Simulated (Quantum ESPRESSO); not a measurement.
## A short convergence ladder for YSi2Rh3 (P6mm, 6 atoms in the cell)

```
CELL_PARAMETERS angstrom
      5.45552     0.00000     0.00000
     -2.72776     4.72462     0.00000
      0.00000     0.00000     3.59293
ATOMIC_POSITIONS crystal
  Y  0.00000 0.00000 0.01392
  Si 0.66667 0.33333 0.00000
  Si 0.33333 0.66667 0.00000
  Rh 0.00000 0.50000 0.50000
  Rh 0.50000 0.00000 0.50000
  Rh 0.50000 0.50000 0.50000
```

Base method: PBEsol, GBRV 1.5 ultrasoft (PBESOL) pseudopotentials (plane waves; Quantum ESPRESSO).

Base settings: ecutwfc = 40 Ry; ecutrho = 320 Ry; occupations = smearing; smearing = fermi-dirac; degauss = 0.0073499 Ry; potentials = {Y: y_pbesol_v1.4.uspp.F.UPF, Si: si_pbesol_v1.uspp.F.UPF, Rh: rh_pbesol_v1.4.uspp.F.UPF}; K_POINTS = automatic 3 3 4 0 0 0; conv_thr = 1e-11 Ry.

The count of work is k-points × plane waves × bands × iterations; it is no time. Core times come from one kind of shared machine, to one figure; runs under 30 s give none.

**The k-point mesh**

The second cell is the first with its lattice scaled by 0.98.

Only quantities that move along the ladder and can be compared are tabulated.

| K_POINTS | free energy less the last step's (meV/atom) | energy of the compressed cell less the first (meV/atom) | pressure (GPa) | largest difference of a force vector from the last step's (eV/Å) | count of work / last | core time / last (rough) |
|---|---|---|---|---|---|---|
| automatic 1 1 2 0 0 0 | 581.32 | 102.27 | 9.42 | 0.236 | 0.024 | 0.3 |
| automatic 2 2 3 0 0 0 | 91.93 | 60.98 | 2.93 | 0.028 | 0.044 | 0.4 |
| automatic 3 3 4 0 0 0 | -30.22 | 53.78 | 1.64 | 0.003 | 0.099 | 0.2 |
| automatic 9 9 12 0 0 0 | 0.00 | 56.22 | 2.08 | 0.000 | 1.0 | 1 |

Coarsest K_POINTS that holds the pressure within 1 GPa of the last step, with all finer ones: automatic 2 2 3 0 0 0, at 0.044 of the last step's count of work and about 0.4 of the last step's time; the step before is off by 7.3 GPa.

Coarsest K_POINTS that holds the forces within 0.02 eV/Å of the last step, with all finer ones: automatic 3 3 4 0 0 0, at 0.099 of the last step's count of work and about 0.2 of the last step's time; the step before is off by 0.028 eV/Å.

Coarsest K_POINTS that holds the free energy within 5 meV/atom: not settled: the last two steps still differ by 30 meV/atom, over half the tolerance, so the ladder does not show it.

On the base run: the starting cell comes from a database of computed structures (which also holds hypothetical and non-ambient phases and stackings), without a prior relaxation at this level. Its lattice was rescaled by up to half a per cent. One atom was moved a little off its site on purpose. Spin polarisation is off. Without a gap this mesh is coarse (it stands for a supercell whose shortest vector is 14 Å).
